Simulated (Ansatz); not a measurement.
What Si → Al does to SiC

The reference is SiC in the zinc blende structure (space group F-43m, No. 216; a = 4.357 Å).

Now apply this change: full substitution Si → Al, then cell and atoms are relaxed.

Level of theory: PBEsol (Ansatz, a quantum-chemistry and plane-wave program; PAW; 420 eV plane waves; scalar-relativistic without spin-orbit coupling). k-mesh 17×17×17 (Γ-centred); smearing 0.05 eV (Fermi–Dirac), for the changed cell.

```
quantity                                  base          changed        shift
-----------------------------  ---------------  ---------------  -----------
volume per atom                       10.34 Å³         12.40 Å³    +2.066 Å³
density                             3.22 g/cm³       2.61 g/cm³  -0.61 g/cm³
lattice parameter a                    4.357 Å          4.630 Å     +0.273 Å
space group                    F-43m (No. 216)  F-43m (No. 216)            –
shortest interatomic distance          1.887 Å          2.005 Å     +0.118 Å
band gap                               1.24 eV             zero            –
```

Final structure:

```yaml
crystal:
  lattice:
    - [0.00000, 2.31481, 2.31481]
    - [2.31481, 0.00000, 2.31481]
    - [2.31481, 2.31481, 0.00000]
  atoms:
    - { symbol: C, position: [0.75000, 0.75000, 0.75000] }
    - { symbol: Al, position: [0.00000, 0.00000, 0.00000] }
```

Stability against distortions was not tested. As relaxed here, AlC is a hypothetical phase, not in the database extracts checked. The final runs are not spin-polarised. An odd electron count without spin: AlC.
